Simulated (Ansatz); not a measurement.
Consider InAs in the zinc blende structure (space group F-43m, No. 216; a = 6.087 Å).

It is then changed as follows: Ga takes the place of In on all its sites, then cell and atoms are relaxed.

Levels (all Ansatz, a program for electronic structure, PAW, earlier PAW set): PBEsol (420 eV, no SOC); HSE06 (420 eV, no SOC); PBEsol+SOC (420 eV, spin-orbit coupling included).

At the geometry relaxed with PBEsol, these levels gave the following band gaps, in shuffled order: (a) 0.31 eV, (b) 0.42 eV, (c) 1.40 eV.

Question: Match each gap to its level.

Answer: (a) PBEsol+SOC; (b) PBEsol; (c) HSE06.

Single points use the geometry relaxed with PBEsol. The spin-orbit shifts are approximate. Whether these cells are dynamically stable was not tested. The runs without spin-orbit coupling are not spin-polarised.
